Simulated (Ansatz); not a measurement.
Base system: GaAs in the rock salt structure (space group Fm-3m, No. 225; a hypothetical phase, not in the database extracts checked).

```xyz
2
Lattice="0.0000 2.6517 2.6517 2.6517 0.0000 2.6517 2.6517 2.6517 0.0000" Properties=species:S:1:pos:R:3 pbc="T T T"
As     0.0000     0.0000     0.0000
Ga     2.6517     2.6517     2.6517
```

Levels (all Ansatz, an electronic-structure program, PAW): PBEsol (420 eV, without spin-orbit coupling); r2SCAN (500 eV, without spin-orbit coupling).

The geometry is relaxed with PBEsol.

```
Property          Result
---------------  -------
PBEsol pressure  0.0 GPa
```

With r2SCAN at the same geometry, the pressure goes from zero to 1.3 GPa.

Single points use the geometry relaxed with PBEsol. Their cutoffs differ, which shifts pressures a little. Whether these cells are dynamically stable was not tested. All final runs are without spin polarisation.
